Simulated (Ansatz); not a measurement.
Consider BaTiO$_{3}$ in the cubic perovskite structure (space group Pm-3m, No. 221; a = 3.9940 Å).

Calculations: r2SCAN, PAW, 500 eV (Ansatz, an electronic-structure program; no spin-orbit coupling).

Now apply this change: Zr takes the place of Ti on all its sites; the structure is relaxed again.

Measured band gap: BaTiO3 3.2 eV (temperature not stated; as listed in Yu-ichiro Matsushita, Kazuma Nakamura, Atsushi Oshiyama, Physical Review B (2011)); BaZrO3 5.3 eV (temperature not stated; as listed in Anders Lindman, Paul Erhart, Göran Wahnström, Physical Review B (2015)).

How well does r2SCAN reproduce the measured shift?

With r2SCAN the band gap moves by +1.56 eV (2.17 → 3.73) against +2.10 eV measured.

No phonon test of stability was made. The final runs are not spin-polarised. Many cubic perovskites are stable only at high temperature; tilts and polar distortions were not tested. This is not the structure that BaTiO3 has at room temperature and ambient pressure.
